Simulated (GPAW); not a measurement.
**GPAW run on NiO2 (P6_3/mmc, 6 atoms in the cell): self-consistent single point**

Method of the run: PBEsol, GPAW PAW datasets PBEsol (made by gpaw-setup) (plane waves; GPAW).

The input file:

```python
from ase import Atoms
from ase.units import GPa
from gpaw import GPAW

atoms = Atoms(['Ni', 'Ni', 'O', 'O', 'O', 'O'],
              cell=[[2.912150, 0.000000, 0.000000],
                    [-1.456075, 2.521996, 0.000000],
                    [0.000000, 0.000000, 10.555270]],
              scaled_positions=[[0.000000, 0.000000, 0.000000],
                                [0.000000, 0.000000, 0.500000],
                                [0.666667, 0.333333, 0.089080],
                                [0.333333, 0.666667, 0.910920],
                                [0.333333, 0.666667, 0.589080],
                                [0.666667, 0.333333, 0.410920]],
              pbc=True)

atoms.set_initial_magnetic_moments([2.0, 2.0, 0.0, 0.0, 0.0, 0.0])

calc = GPAW(spinpol=True,
            mode={'name': 'pw', 'ecut': 950},
            xc='PBEsol',
            kpts={'size': (10, 10, 3), 'gamma': True},
            occupations={'name': 'fermi-dirac', 'width': 0.1},
            nbands=-12,
            symmetry={'symmorphic': False, 'tolerance': 0.0005},
            maxiter=100,
            txt='-')

atoms.calc = calc

energy = atoms.get_potential_energy()
print('Energy (eV):', round(energy, 6))
forces = atoms.get_forces()
print('Forces (eV/Ang):')
print(forces.round(5))
stress = atoms.get_stress()
print('Stress (GPa, Voigt):', (stress / GPa).round(4))
```

Output, abridged:

```
Input parameters:
  kpts: {gamma: True,
         size: (10, 10, 3)}
  maxiter: 100
  mode: {ecut: 950,
         name: pw}
  nbands: -12
  occupations: {name: fermi-dirac,
                width: 0.1}
  spinpol: True
  symmetry: {symmorphic: False,
             tolerance: 0.0005}
  xc: PBEsol

species:
  Ni:
    name: Nickel
    Z: 28.0
    valence: 16
    core: 12
    charge: 0.0
    file: Ni.PBEsol.gz

    # Using partial waves for Ni as LCAO basis

  O:
    name: Oxygen
    Z: 8.0
    valence: 6
    core: 2
    charge: 0.0
    file: O.PBEsol.gz

    # Using partial waves for O as LCAO basis

Reference energy: -90801.045406  # eV

Spin-polarized calculation.
Initial magnetic moment: 4.000000

Convergence criteria:
 Maximum [total energy] change in last 3 cyles: 0.0005 eV / valence electron
 Maximum integral of absolute [dens]ity change: 0.0001 electrons / valence electron
 Maximum integral of absolute [eigenst]ate change: 4e-08 eV^2 / valence electron
 Maximum number of scf [iter]ations: 100

Symmetries present (total): 24
Symmetries with fractional translations: 12
300 k-points: 10 x 10 x 3 Monkhorst-Pack grid + [1/20,1/20,0.000000]
28 k-points in the irreducible part of the Brillouin zone
       k-points in crystal coordinates                weights
   0:     0.00000000    0.00000000    0.00000000          1/300
   1:     0.00000000    0.00000000    0.33333333          2/300
   2:     0.10000000    0.00000000    0.00000000          6/300
   [... 7 lines left out ...]
          ...
  27:     0.50000000    0.50000000    0.33333333          6/300

Wave functions: Plane wave expansion
  Cutoff energy: 950.000 eV
  Number of coefficients (min, max): 5141, 5219
  Pulay-stress correction: 0.000000 eV/Ang^3 (de/decut=0.000000)

Occupation numbers: Fermi-Dirac:
  width: 0.1000  # eV

Eigensolver

Densities:
  Coarse grid: 21*21*80 grid
  Fine grid: 42*42*160 grid
  Total Charge: 0.000000

Density mixing:
  Method: difference
  Backend: pulay
  Linear mixing parameter: 0.05
  old densities: 5
  Damping of long wavelength oscillations: 50

Hamiltonian:
  XC and Coulomb potentials evaluated on a 42*42*160 grid
  External potential:
    NoExternalPotential

XC parameters: PBEsol with 2 nearest neighbor stencil

Number of atoms: 6
Number of atomic orbitals: 40
Number of bands in calculation: 42
Number of valence electrons: 56
Bands to converge: occupied

Density initialized from atomic densities
  40 bands from LCAO basis set
  2 bands from random numbers

Atomic positions and initial magnetic moments

Positions:
   0 Ni     0.000000    0.000000    0.000000    ( 0.0000,  0.0000,  2.0000)
   1 Ni     0.000000    0.000000    5.277635    ( 0.0000,  0.0000,  2.0000)
   2 O      1.456076    0.840664    0.940263    ( 0.0000,  0.0000,  0.0000)
   3 O     -0.000001    1.681332    9.615007    ( 0.0000,  0.0000,  0.0000)
   4 O     -0.000001    1.681332    6.217898    ( 0.0000,  0.0000,  0.0000)
   5 O      1.456076    0.840664    4.337372    ( 0.0000,  0.0000,  0.0000)

Unit cell:
           periodic     x           y           z      points  spacing
  1. axis:    yes    2.912150    0.000000    0.000000    21     0.1201
  2. axis:    yes   -1.456075    2.521996    0.000000    21     0.1201
  3. axis:    yes    0.000000    0.000000   10.555270    80     0.1319

  Lengths:   2.912150   2.912150  10.555270
  Angles:   90.000000  90.000000 119.999999

Effective grid spacing dv^(1/3) = 0.1300

     iter     time        total  log10-change:  magmom
                         energy   eigst   dens
iter:   1 --:--:--   -42.502860                   +4.0009
iter:   2 --:--:--   -41.929726   -0.84  -1.20    +2.2355
iter:   3 --:--:--   -41.689557   -1.57  -1.33    +0.4987
iter:   4 --:--:--   -41.545461   -2.22  -1.50    +0.1638
iter:   5 --:--:--   -41.543366   -2.13  -1.68    +0.0889
iter:   6 --:--:--   -41.494541   -2.61  -1.97    -0.0174
iter:   7 --:--:--   -41.477569   -2.92  -2.44    -0.0264
iter:   8 --:--:--   -41.478981c  -3.63  -2.78    -0.0080
iter:   9 --:--:--   -41.474634c  -4.37  -2.83    +0.0008
iter:  10 --:--:--   -41.474627c  -5.85  -3.62    +0.0007
iter:  11 --:--:--   -41.474591c  -5.73  -3.66    +0.0002
iter:  12 --:--:--   -41.474587c  -6.86  -4.02c   -0.0001
iter:  13 --:--:--   -41.474585c  -7.97c -4.12c   -0.0001

Converged after 13 iterations.

Dipole moment: (0.000000, -0.000000, 0.000000) |e|*Ang

Total magnetic moment: (0.000000, 0.000000, -0.000080)
Local magnetic moments:
   0 Ni ( 0.000000,  0.000000, -0.000105)
   1 Ni ( 0.000000,  0.000000, -0.000105)
   2 O  ( 0.000000,  0.000000,  0.000014)
   3 O  ( 0.000000,  0.000000,  0.000014)
   4 O  ( 0.000000,  0.000000,  0.000014)
   5 O  ( 0.000000,  0.000000,  0.000014)

Energy contributions relative to reference atoms: (reference = -90801.045406)

Kinetic:        +13.464416
Potential:      -19.391399
External:        +0.000000
XC:             -36.488901
Entropy (-ST):   -0.004891
Local:           +0.943744
SIC:             +0.000000
--------------------------
Free energy:    -41.477030
Extrapolated:   -41.474585

Spin contamination: 0.000132 electrons
Showing only first 2 kpts
                      Up                     Down
 Kpt  Band  Eigenvalues  Occupancy  Eigenvalues  Occupancy
  0    26      0.74731    0.99879      0.74725    0.99879
  0    27      0.87923    0.99549      0.87917    0.99549
  0    28      3.01204    0.00000      3.01198    0.00000
  0    29      3.01216    0.00000      3.01210    0.00000

  1    26      0.79507    0.99805      0.79501    0.99805
  1    27      0.85696    0.99639      0.85690    0.99639
  1    28      3.01519    0.00000      3.01513    0.00000
  1    29      3.01531    0.00000      3.01525    0.00000

Fermi level: 1.41889

Gap: 0.931 eV
Transition (v -> c):
  (s=0, k=2, n=27, [0.10, 0.00, 0.00]) -> (s=1, k=10, n=28, [0.30, 0.00, 0.00])
Direct/indirect transitions are different
Direct gap: 1.225 eV
Transition at: (s=0->1, k=6, n=27, [0.20, 0.00, 0.00])
Energy (eV): -41.474585

Forces in eV/Ang:
  0 Ni    0.00000    0.00000    0.00000
  1 Ni    0.00000    0.00000    0.00000
  2 O     0.00000    0.00000   -0.81135
  3 O    -0.00000   -0.00000    0.81135
  4 O    -0.00000   -0.00000   -0.81135
  5 O     0.00000    0.00000    0.81135

Stress tensor:
     0.098812    -0.000000     0.000000
    -0.000000     0.098812    -0.000000
     0.000000    -0.000000     0.039065
Stress (GPa, Voigt): [15.8314 15.8314  6.2589 -0.      0.     -0.    ]
```

The run converged in 13 iterations. GPAW prints stress with tension positive.

At such cutoffs GPAW's stress carries a finite-basis (Pulay) error, which enters relaxed cells too; its log prints stress with tension positive.

The starting cell comes from a database of computed structures (which also holds hypothetical and non-ambient phases and stackings), without a prior relaxation at this level. The starting moments vanished: the run ended non-magnetic, which need not be the lowest state. The log's line on a gap gives a spacing of levels on this mesh, which the program prints for metals too.

Cost on one core of a shared machine: roughly 2 min.
